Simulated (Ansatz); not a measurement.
# Hypothetical diamond Ag: pressure series

The reference is Ag in the diamond structure (space group Fd-3m, No. 227; a = 6.038 Å; a hypothetical phase, not in the database extracts checked).

Cell and atoms are relaxed at each pressure.

The values are results of DFT with PBEsol, PAW potentials and a 420 eV plane-wave cutoff in Ansatz (an electronic-structure program), scalar-relativistic without spin-orbit coupling, not measurements.

```csv
pressure (GPa),volume per atom (Å³/atom)
-2,29.108
-1,28.241
0,27.520
0.3,27.334
1.5,?
3,25.900
5,25.088
7.5,24.262
10,23.575
```

Fit the third-order Birch–Murnaghan form P(V) = (3B₀/2)[(V₀/V)^(7/3) − (V₀/V)^(5/3)]·[1 + (3/4)(B₀′ − 4)((V₀/V)^(2/3) − 1)] (squares taken in P) to the rows shown and predict the withheld row.

Least squares on the printed values gives V₀ = 27.519 Å³/atom, B₀ = 41.6 GPa, B₀′ = 5.7; this predicts 26.631 Å³/atom, and the run gives 26.631 Å³/atom, in agreement.

Load acts through the strain it causes; cell and atoms are relaxed under it. No phonon test of stability was made. Competing high-pressure phases were not computed.
